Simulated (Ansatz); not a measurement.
WIr₃ (model structure, started from the A15 type, Pm-3n, No. 223, 8 atoms in the cell), treated with PBEsol (Ansatz, a quantum-chemistry and plane-wave program, plane waves, PAW).

Numerical settings: plane-wave cutoff 520 eV, 12×12×12 k mesh, Fermi–Dirac smearing 0.05 eV, no spin polarisation, scalar-relativistic PAW data made under PBE.

Cell (relaxed at this level):

Space group Pm-3n (No. 223); a = b = c = 4.9220 Å, α = β = γ = 90.00°

```tsv
atom	site	symmetry	x	y	z
Ir	6c	-4m.2	0.0000	0.5000	0.2500
W	2a	m-3.	0.0000	0.0000	0.0000
```

Question: Give the computed bulk modulus.

Answer: 
- bulk modulus: 344 GPa

Note: the run has no spin polarisation, so it can have missed a magnetic state; the bulk modulus is −V dP/dV from two relaxed cells at ±2 % in volume; the relaxation could raise the start's symmetry but not lower it, so the cell can be a saddle point.

Spin–orbit coupling is not included.

The result took around 6 core-minutes (rough).

A model structure was made by putting elements into a prototype or built by hand; it is no filed structure, need not be a known phase, and can be a saddle point held by its symmetry.
